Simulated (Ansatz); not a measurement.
System: AlB2-type HfB2. Method: PBE-D3(BJ) (Ansatz, an electronic-structure program, PAW).

Numerical settings: plane-wave cutoff 520 eV, 24×24×16 k mesh (along the axes of the cell as run), Fermi–Dirac smearing 0.05 eV, scalar-relativistic PAW data made under PBE.

Shape and atoms are relaxed at each volume.

Pressure at four volumes; x = ln(V/9.722 Å³). One pressure is withheld.

```
V (Å³/atom)        x  P (GPa)
-----------  -------  -------
9.333        -0.0408    11.45
9.722         0.0000     0.00
9.917         0.0199    -4.94
10.111        0.0392        ?
```

Problem. Pass a parabola P(x) through the three rows shown, estimate the bulk modulus and its pressure derivative near zero pressure, and predict the withheld pressure.

Solution. Slopes between the rows: (0.00 − (11.45))/(0.0000 − (-0.0408)) = -280.64 and (-4.94 − (0.00))/(0.0199 − (0.0000)) = -248.24 GPa. Their difference over the span 0.0607 is c = 32.40/0.0607 = 533.8 GPa, so P(x) = 11.45 + (-280.64)(x − (-0.0408)) + 533.8 (x − (-0.0408))(x − (0.0000)). At the middle row B = −dP/dx = −[-280.64 + 533.8 × 0.0408] = 258.9 GPa, and B′ = dB/dP = 2c/B = 4.1. At x = 0.0392 the parabola gives -9.33 GPa; the run gives -9.41 GPa. The Birch–Murnaghan fit to the energies at all volumes has B0 = 259 GPa and B′ = 3.9.

Measured, for comparison: bulk modulus 282 GPa (room temperature, not corrected to a static lattice, hydrostatic curve from radial diffraction; as tabulated in Experimental and computational studies of compression and deformation behavior …). Computed (rounded) less measured: bulk modulus -8 %.

Note: the bulk modulus comes from volumes at which shape and atoms were relaxed.

Spin–orbit coupling is not included.
